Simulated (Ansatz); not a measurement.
## Response to strain in Cu3N

The parent structure is Cu₃N (space group Pm-3m, No. 221; a = 3.721 Å). Axes: x, y, z lie along the cube axes.

Strains are applied to the cell and any free atomic positions relax.

Computed with Ansatz (a program for electronic structure), LDA, PAW, cutoff 420 eV, no SOC.

Notes on the quantities. energy relative to the base: free energy F; pressure: mean of the normal stresses, compression positive.

```tsv
change	energy relative to the base	volume per atom	pressure
base	0 meV/atom	12.88 Å³	0.0 GPa
uniaxial strain ε_zz = −3.00 %	(withheld)	12.49 Å³	(withheld)
uniaxial strain ε_zz = −2.40 %	+7.9 meV/atom	12.57 Å³	4.0 GPa
uniaxial strain ε_zz = −1.80 %	(withheld)	12.65 Å³	2.9 GPa
uniaxial strain ε_zz = −1.20 %	(withheld)	12.72 Å³	1.9 GPa
uniaxial strain ε_zz = −0.60 %	+0.5 meV/atom	12.80 Å³	0.9 GPa
```

Q: Complete the table.

A: 
- uniaxial strain ε_zz = −3.00 %, energy relative to the base: +13 meV/atom
- uniaxial strain ε_zz = −3.00 %, pressure: 5.2 GPa
- uniaxial strain ε_zz = −1.80 %, energy relative to the base: +4.4 meV/atom
- uniaxial strain ε_zz = −1.20 %, energy relative to the base: +1.9 meV/atom

Whether these cells are dynamically stable was not tested. All final runs are without spin polarisation.
